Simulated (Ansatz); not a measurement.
Consider MgTe in the wurtzite structure (space group P6_3mc, No. 186).

```xyz
4
Lattice="4.5614 0.0000 0.0000 -2.2807 3.9503 0.0000 0.0000 0.0000 7.4119" Properties=species:S:1:pos:R:3 pbc="T T T"
Mg     0.0000     2.6335     7.4089
Mg     2.2807     1.3168     3.7029
Te     0.0000     2.6335     2.7899
Te     2.2807     1.3168     6.4959
```

Cartesian axes are those of the cell as printed.

Level of theory: DFT with PBEsol, PAW potentials and a 420 eV plane-wave cutoff in Ansatz (an electronic-structure program), scalar-relativistic without spin-orbit coupling.

Base values:

- Valence-band top at Γ = 0.00, -0.02, -0.02 eV
- Pressure = -0.01 GPa

Modification: uniaxial strain ε_zz = −1.80 %, all other strain components held at zero; the atoms relax in the strained cell.

Task: Predict the new valence-band top at Γ.

Result: The valence-band top at Γ (three highest levels, from the VBM) becomes 0.00, -0.13, -0.13 eV (base: 0.00, -0.02, -0.02 eV).

Task: What does the calculation give for the pressure after the change?

Result: The pressure (mean of the normal stresses, compression positive) grows by 0.67 GPa (-0.01 GPa → 0.66 GPa).

Spin-orbit coupling, missing from the scalar runs, can matter with Te. The levels and masses belong to the bands next to the band gap. Whether these cells are dynamically stable was not tested.
